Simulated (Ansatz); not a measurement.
# Convergence study of the plane-wave cutoff for Fe3Ge (I4mm, 4 atoms in the cell)

```
CELL_PARAMETERS angstrom
      0.00000     2.86696     2.86696
      2.86696     0.00000     2.86696
      2.86696     2.86696     0.00000
ATOMIC_POSITIONS crystal
  Fe 0.50872 0.50872 0.49128
  Fe 0.25000 0.25000 0.25000
  Fe 0.75000 0.75000 0.75000
  Ge 0.00000 0.00000 0.00000
```
Moments meant for the start (each program seeds them in its own way; μB, in the order of the atoms Fe Fe Fe Ge): 4.0 4.0 4.0 0.0.

Computed with PBEsol, default PAW files made with PBE (plane waves; Ansatz, a program for electronic structure).

Base settings: basis.ecutwfc = 420 eV; kpoints.mp_grid.grid = 5 5 5; hamiltonian.xc = pbesol; hamiltonian.pseudopotentials = {kind: paw} (the program's default PAW files); magnetization.spin_polarized = true; scf.occupations.method = gaussian; scf.occupations.width = 0.1 eV.

The second cell is the first with its lattice scaled by 0.98.

The mesh stays at the base's, so the ladder's end is converged at best in this setting alone.

The first pressure column holds Ansatz's estimate of the finite-basis (Pulay) stress, which hides part of the cutoff error; the other is without it.

Only quantities that move along the ladder and can be compared are tabulated.

The magnetic state is not the same in all runs (site moments differ, or a search went on to a lower state), so steps between rows are not convergence errors alone.

The count of work is k-points × plane waves × bands × iterations; it is no time. 

The starting cell comes from a database of computed structures (which also holds hypothetical and non-ambient phases and stackings), without a prior relaxation at this level. Its lattice was rescaled by up to half a per cent. One atom was moved a little off its site on purpose. The magnetic order is the one reached from the typed start; others were not searched systematically. In the base run, with a pressure of about -8 GPa the cell is away from its equilibrium volume at this level.

Steps (basis.ecutwfc): 145 eV; 170 eV; 190 eV; 210 eV; 230 eV; 250 eV; 295 eV; 335 eV; 380 eV; 420 eV; 460 eV; 505 eV; 565 eV; 630 eV; 735 eV; 840 eV; 1010 eV.

Question: What is the coarsest basis.ecutwfc that holds the forces within 0.01 eV/Å of the last step, with all finer ones?

Answer: 380 eV, at 0.22 of the last step's count of work; the step before is off by 0.029 eV/Å.

Question: What is the coarsest basis.ecutwfc that holds the pressure without the Pulay estimate within 0.5 GPa of the last step, with all finer ones?

Answer: 420 eV, at 0.25 of the last step's count of work; the step before is off by 0.90 GPa.

Question: What is the coarsest basis.ecutwfc that holds the pressure within 0.5 GPa of the last step, with all finer ones?

Answer: 380 eV, at 0.22 of the last step's count of work; the step before is off by 1.1 GPa.

```csv
basis.ecutwfc,free energy less the last step's (meV/atom),energy of the compressed cell less the first (meV/atom),pressure (GPa),pressure without the Pulay estimate (GPa),largest difference of a force vector from the last step's (eV/Å),count of work / last
145 eV,84025.85,-209.47,90.27,-3665.93,7.504,0.049
170 eV,37635.99,-511.65,-88.79,-1886.07,0.610,0.098
190 eV,19874.82,-387.60,-32.50,-1133.02,1.334,0.071
210 eV,10073.27,50.95,4.58,-647.22,1.105,0.095
230 eV,5089.89,96.38,0.03,-369.81,0.421,0.13
250 eV,2500.92,1.22,-0.42,-206.50,0.027,0.10
295 eV,423.05,-8.09,-4.36,-53.29,0.068,0.14
335 eV,65.13,-16.98,-7.27,-17.65,0.029,0.17
380 eV,6.52,-19.87,-8.35,-9.30,0.001,0.22
420 eV,2.69,-20.10,-8.39,-8.48,0.000,0.25
460 eV,1.93,-20.12,-8.40,-8.48,0.000,0.27
505 eV,1.09,-20.11,-8.39,-8.46,0.000,0.38
565 eV,0.60,-20.12,-8.39,-8.41,0.000,0.45
630 eV,0.41,-20.14,-8.40,-8.41,0.000,0.48
735 eV,0.14,-20.14,-8.40,-8.41,0.000,0.61
840 eV,0.07,-20.15,-8.40,-8.40,0.000,0.76
1010 eV,0.00,-20.15,-8.40,-8.40,0.000,1.0
```

The energy difference between the two cells stays within 1 meV/atom of the last step's from 380 eV on, the total only from 565 eV on: much of the error is common to both cells and cancels.

At the lowest cutoff the pressure without the Pulay estimate lies 3660 GPa under the last step's, the usual sign of Pulay stress in an incomplete plane-wave basis.

Keys are those of Ansatz 0.2.
